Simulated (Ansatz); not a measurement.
The starting structures come from a database of crystals and need not be the phases stable at ambient conditions.

By PBEsol, the system below comes out a metal.

Here is the system:

```yaml
crystal:
  lattice:
    - [3.27354, 0.00000, 0.00000]
    - [0.00000, 3.27354, 0.00000]
    - [0.00000, 0.00000, 3.17533]
  atoms:
    - { symbol: Mg, position: [0.50000, 0.50000, 0.50000] }
    - { symbol: Au, position: [0.00000, 0.00000, 0.00000] }
```

Space group of this cell: P4/mmm. The cell is strained (lengths along the current scaled by 0.97, ions clamped); by PBEsol its mean pressure is 1.6 GPa.

The current flows along the normal of the first two printed cell vectors, the (001) (indices of the unstrained crystal) plane of the conventional cell. No spin-orbit coupling; the value is a mean over 0.1 eV about the Fermi level.

Estimate the ballistic conductance per area that PBEsol in Ansatz (a quantum-chemistry and plane-wave program) returns for this system.

0.84 × 10¹⁵ S/m² for both spins.
